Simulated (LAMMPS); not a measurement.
System: a symmetric tilt boundary about [111] in CdTe (zinc blende), boundary plane (5-72) of one grain on (7-5-2) of the other.

All values are model results, not measurements: classical force field (static), pair style sw, file CdTe.sw; code LAMMPS.

```json
{
 "boundary energy (lowest found)": "0.454 J/m²",
 "excess_volume": "0.25 Å",
 "Σ": "39",
 "rotation_about_the_axis": "32.20 °",
 "disorientation (full cubic symmetry)": "32.20 °",
 "largest_excess_energy_of_an_atom": "0.43 eV",
 "lattice constant at 0 K": "6.506 Å",
 "cost": "very roughly 50 core-seconds"
}
```

Potential: file CdTe.sw of the LAMMPS distribution; its header cites Wang, Stroud and Markworth, Phys Rev B, 40, 3129 (1989).

Caution: in zinc blende a boundary also has a polarity, which the axes of the two grains fix.
